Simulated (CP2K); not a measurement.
Input and output of a self-consistent single point for TiP (P6_3/mmc, 4 atoms in the cell) (CP2K).

Method of the run: CP2K 2026.2 with LDA (Pade form), GPW, DZVP-MOLOPT-SR-GTH basis, GTH-PADE potentials (GTH_POTENTIALS).

```xyz
4
Lattice="4.2339 0.0000 0.0000 -2.1170 3.6667 0.0000 0.0000 0.0000 4.8709" Properties=species:S:1:pos:R:3 pbc="T T T"
Ti     2.1170     1.2222     3.6532
Ti     0.0000     2.4445     1.2177
P      0.0000     2.4445     3.6532
P      2.1170     1.2222     1.2177
```

Reference input (self-consistent single point, DFT PBEsol, GPW, DZVP-MOLOPT-SR-GTH basis, GTH-PBE potentials (GTH_POTENTIALS)): CUTOFF = 600 Ry; REL_CUTOFF = 40 Ry; SMEAR/METHOD = FERMI_DIRAC; ELECTRONIC_TEMPERATURE = 1160.45 K; KPOINTS/SCHEME = MONKHORST-PACK 9 9 7; XC_FUNCTIONAL = PBE:PBESOL; Ti/BASIS_SET = DZVP-MOLOPT-SR-GTH; Ti/POTENTIAL = GTH-PBE-q12; P/BASIS_SET = DZVP-MOLOPT-SR-GTH; P/POTENTIAL = GTH-PBE-q5; METHOD = GPW; EPS_DEFAULT = 1e-11. This run's input differs from it in these lines:

```diff
@@ -42,6 +42,3 @@
     &XC
-      &XC_FUNCTIONAL
-        &PBE
-          PARAMETRIZATION PBESOL
-        &END PBE
+      &XC_FUNCTIONAL PADE
       &END XC_FUNCTIONAL
@@ -79,3 +76,3 @@
       BASIS_SET DZVP-MOLOPT-SR-GTH
-      POTENTIAL GTH-PBE-q12
+      POTENTIAL GTH-PADE-q12
     &END KIND
@@ -83,3 +80,3 @@
       BASIS_SET DZVP-MOLOPT-SR-GTH
-      POTENTIAL GTH-PBE-q5
+      POTENTIAL GTH-PADE-q5
     &END KIND
```

Log, with long lists cut:

```
 SCF WAVEFUNCTION OPTIMIZATION

  Step     Update method      Time    Convergence         Total energy    Change
     1 NoMix/Diag. 0.30E+00      -     1.99346921      -130.3151462261 -1.30E+02
     2 Broy./Diag. 0.30E+00      -     0.10079947      -130.6780237799 -3.63E-01
     3 Broy./Diag. 0.30E+00      -     0.01189954      -129.5588219996  1.12E+00
     4 Broy./Diag. 0.30E+00      -     0.01966301      -129.7271802351 -1.68E-01
     5 Broy./Diag. 0.30E+00      -     0.00579776      -129.7649670718 -3.78E-02
     6 Broy./Diag. 0.30E+00      -     0.00129030      -129.7494993210  1.55E-02
   [... 4 lines left out ...]
    11 Broy./Diag. 0.30E+00      -     0.00000276      -129.7338722327 -2.71E-05
    12 Broy./Diag. 0.30E+00      -     0.00000027      -129.7338536983  1.85E-05
    13 Broy./Diag. 0.30E+00      -     0.00000017      -129.7338538254 -1.27E-07
    14 Broy./Diag. 0.30E+00      -     0.00000001      -129.7338528518  9.74E-07
  *** SCF run converged in    14 steps ***

  Overlap energy of the core charge distribution:               0.00000000000012
  Self energy of the core charge distribution:               -246.59987794969865
  Core Hamiltonian energy:                                     61.40433404279607
  Hartree energy:                                              73.27216237152861
  Exchange-correlation energy:                                -17.80630443272706
  Electronic entropic energy:                                  -0.00416688372753
  Fermi energy:                                                 0.28283435013576

  Total energy:                                              -129.73385285179401
  Total energy (extrapolated to T->0):                       -129.73176940993025

   [... lines left out ...]

 STRESS| Analytical stress tensor [bar]
 STRESS|                        x                   y                   z
 STRESS|      x       -5.63808176309E+04   2.47625505428E+00  -9.00785755370E-07
 STRESS|      y        2.47625505428E+00  -5.63775791257E+04  -1.68537602945E-06
 STRESS|      z       -9.00785755370E-07  -1.68537602945E-06  -7.12317957114E+04
 STRESS| 1/3 Trace                                            -6.13300641560E+04
```

The run converged in 14 iterations. Against the reference run the pressure goes from -2.62 to -6.13 GPa.

The starting cell comes from a database of computed structures (which also holds hypothetical and non-ambient phases and stackings), without a prior relaxation at this level. Spin polarisation is off, so a magnetic state, if there is one, cannot be reached. Values carry the incompleteness of an atom-centred basis. With a pressure of about -6 GPa the cell is away from its equilibrium volume at this level.

Cost on one core of a shared machine: roughly 90 s.
